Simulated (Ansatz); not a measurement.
**Ta in the bcc (W type) structure (space group Im-3m, No. 229)**

```xyz
1
Lattice="-1.6410 1.6410 1.6410 1.6410 -1.6410 1.6410 1.6410 1.6410 -1.6410" Properties=species:S:1:pos:R:3 pbc="T T T"
Ta     0.0000     0.0000     0.0000
```

The values are results of plane-wave PAW DFT at the PBEsol level (Ansatz, an electronic-structure program, 420 eV), no SOC, not measurements. k-mesh 20×20×20 (Γ-centred); smearing 0.05 eV (Fermi–Dirac).

The volume per atom comes out as 17.68 Å³ and the density comes out as 17.00 g/cm³. The band gap is zero and the total energy is -9806.499 eV/atom (σ→0; compares only within this code and set-up).

Whether these cells are dynamically stable was not tested. All final runs are without spin polarisation.
